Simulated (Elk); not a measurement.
Worked example: self-consistent single point of IrW (P-6m2, 2 atoms in the cell) in Elk.

Method: LDA (PW92), all-electron FP-LAPW, Elk's shipped species files, default APW+lo basis (Elk).

The change in words: lattice scaled by 0.98. Reference geometry:
```yaml
crystal:
  lattice:
    - [2.80608, 0.00000, 0.00000]
    - [-1.40304, 2.43014, 0.00000]
    - [0.00000, 0.00000, 4.48395]
  atoms:
    - { symbol: Ir, position: [0.00000, 0.00000, 0.50000] }
    - { symbol: W, position: [0.66667, 0.33333, 0.00000] }
```

Reference input (self-consistent single point, DFT, LDA (PW92), all-electron FP-LAPW, Elk's shipped species files, default APW+lo basis): stype = 0; swidth = 0.00499791 Ha; ngridk = 11 11 6; rmtscf = 0.88; maxscl = 100. This run's input differs from it in these lines:

```diff
@@ -16,5 +16,5 @@
 avec
-    5.3027231583   -0.0000001101    0.0000000000
-   -2.6513614838    4.5922930194    0.0000000000
-    0.0000000000    0.0000000000    8.4734374565
+    5.1966680336   -0.0000001298    0.0000000000
+   -2.5983339044    4.5004465970    0.0000000000
+    0.0000000000    0.0000000000    8.3039687074
```

Log, with long lists cut:

```
│ Self-consistent loop started │
│ Loop number : 1 │
 total energy                :     -34003.5305959
│ Loop number : 2 │
 total energy                :     -34004.1237664
RMS change in Kohn-Sham potential (target) :   0.1406979016     (  0.1000000000E-05)
Absolute change in total energy (target)   :   0.5931704922     (  0.1000000000E-03)
│ Loop number : 3 │
 total energy                :     -34005.8179748
RMS change in Kohn-Sham potential (target) :   0.1242729622     (  0.1000000000E-05)
Absolute change in total energy (target)   :    1.842501094     (  0.1000000000E-03)
│ Loop number : 4 │
   [... lines left out ...]
Absolute change in total energy (target)   :   0.3869919383E-03 (  0.1000000000E-03)
│ Loop number : 16 │
 total energy                :     -34004.8173191
RMS change in Kohn-Sham potential (target) :   0.1692529959E-06 (  0.1000000000E-05)
Absolute change in total energy (target)   :   0.1251221402E-03 (  0.1000000000E-03)
│ Loop number : 17 │
 total energy                :     -34004.8172990
RMS change in Kohn-Sham potential (target) :   0.1930588817E-07 (  0.1000000000E-05)
Absolute change in total energy (target)   :   0.5143375893E-04 (  0.1000000000E-03)
Convergence targets achieved

│ Loop number : 18 │

Energies :
 Fermi                       :     0.528321262989
 total energy                :     -34004.8172948

Density of states at Fermi energy :    41.77598648
 (states/Hartree/unit cell)

Estimated indirect band gap :   0.8390358743E-03
 from k-point    104 to k-point     34
Estimated direct band gap   :   0.1028763849E-01
 at k-point     28

Charges :
 core                        :    94.00000000
 valence                     :    57.00000000
 interstitial                :    3.431593445
 muffin-tins (core leakage)
  species :    1 (Ir)
   atom    1                 :    75.49857393     (  0.1353219339E-02)
  species :    2 (W)
   atom    1                 :    72.06983262     (  0.1353356687E-05)
 total in muffin-tins        :    147.5684066
 total calculated charge     :    150.9890342
 total charge                :    151.0000000
 error                       :   0.1096579562E-01

│ Self-consistent loop stopped │
```

The run converged in 18 iterations. The count includes the last loop, which Elk runs after its targets are met. Against the reference run the total energy drops by 50.4 meV/atom.

The starting cell comes from a database of computed structures (which also holds hypothetical and non-ambient phases and stackings), without a prior relaxation at this level. For this run, on top of that: lattice scaled by 0.98. Spin-orbit coupling is off. Spin polarisation is off. Values depend on the basis (sphere radii, cutoffs, local orbitals), which need not be converged. The log's line on a gap gives a spacing of levels on this mesh, which the program prints for metals too.
